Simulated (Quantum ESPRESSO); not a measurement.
A working Quantum ESPRESSO input for Ta2Co3Ge (P6_3/mmc, 12 atoms in the cell) (DFT, PBEsol, plane waves, PSlibrary PAW (PBE) pseudopotentials):

```fortran
&control
 calculation = 'scf'
 outdir = './tmp/'
 pseudo_dir = './'
 tprnfor = .true.
 tstress = .true.
/
&system
 ibrav = 4
 celldm(1) = 9.164699598
 celldm(3) = 1.56315680830
 nat = 12
 ntyp = 3
 ecutwfc = 50
 ecutrho = 300
 occupations = 'smearing'
 smearing = 'methfessel-paxton'
 degauss = 0.0099958
 nspin = 2
 starting_magnetization(2) = 0.333
 input_dft = 'pbesol'
/
&electrons
 conv_thr = 1e-10
 mixing_beta = 0.4
/
ATOMIC_SPECIES
Ta   180.9479  Ta.pbe-spn-kjpaw_psl.1.0.0.UPF
Co    58.9332  Co.pbe-n-kjpaw_psl.1.0.0.UPF
Ge    72.6300  Ge.pbe-n-kjpaw_psl.1.0.0.UPF
ATOMIC_POSITIONS crystal
Ta    0.666666667    0.333333333    0.439210000
Ta    0.333333333    0.666666667    0.560790000
Ta    0.333333333    0.666666667    0.939210000
Ta    0.666666667    0.333333333    0.060790000
Co    0.171295000    0.342590000    0.250000000
Co    0.828705000    0.657410000    0.750000000
Co    0.828705000    0.171295000    0.750000000
Co    0.171295000    0.828705000    0.250000000
Co    0.657410000    0.828705000    0.250000000
Co    0.342590000    0.171295000    0.750000000
Ge    0.000000000    0.000000000    0.500000000
Ge    0.000000000    0.000000000    0.000000000
K_POINTS automatic
6 6 3  0 0 0
```

The run converged in 23 iterations: free energy E − TS -56492.0424 eV; Fermi level (on the code's own zero) 16.87 eV; pressure -3.01 GPa; largest force (vector length) 0.229 eV/Å; size of the cell's spin moment 0.00 μB. Each of these slips is then made, one at a time:

(1)
```diff
- conv_thr = 1e-10
+ conv_thr = 1.0d-2
```

(2)
```diff
- degauss = 0.0099958
+ degauss = 0.1
```

Problem. What happens in each case?

Solution. 
(1) A convergence threshold that is too loose. The run converged in 9 iterations without an error; against the sound input the free energy goes up by 8.8 meV/atom, the pressure goes from -3.01 to 27.87 GPa, the largest force goes from 0.229 to 0.376 eV/Å and the size of the net moment goes from 0.00 to 0.07 μB/atom. The full log also holds: “SCF correction compared to forces is large: reduce conv_thr to get better values”.

(2) A smearing width that is far too large. The run converged in 22 iterations without an error; against the sound input the free energy drops by 10.4 meV/atom, the pressure goes from -3.01 to -2.07 GPa and the largest force goes from 0.229 to 0.335 eV/Å. The full log also holds: “c_bands:  2 eigenvalues not converged”.

The starting cell comes from a database of computed structures (which also holds hypothetical and non-ambient phases and stackings), without a prior relaxation at this level. Spin-orbit coupling is off. The starting moments vanished: the run ended non-magnetic, which need not be the lowest state. In the base run, with a pressure of about -3 GPa the cell is away from its equilibrium volume at this level.

Left out of this page: 1 run of the series stopped by limits of time or memory; 4 runs of the series outside the window shown, repeating another row's setting, or not comparable.
